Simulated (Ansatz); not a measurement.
Structures of equal composition on the (0001) surface of hcp Ti: a pseudomorphic layer of Ru in the host's stacking; a pseudomorphic layer of Ru in the other hollow. The slabs share one bottom face, and each structure is named by its start. These are constructed structures in small cells; real faces may alloy, dewet or reconstruct in larger ones, and not all known structures of the face are among them. Slabs of about 12 Å with all that they carry, Fermi-Dirac smearing of 0.1 eV. Bottom of the slabs: a bare face, its two planes held. Relaxed from the named starts with such symmetry as they have, on meshes of like density; energies extrapolated to zero smearing; no spin-orbit coupling, no U. Spin-polarised runs, if any, are marked in brackets, and their order is one that fits the cell; the others ran without spin.

Level of theory: PBE (plane waves to 420 eV, PAW; Ansatz, an electronic-structure program).

**Question.** Put the candidates in order of energy per 1x1 cell, lowest first, for PBE.

**Answer.** a pseudomorphic layer of Ru in the other hollow (0.000 eV), a pseudomorphic layer of Ru in the host's stacking (0.031 eV)
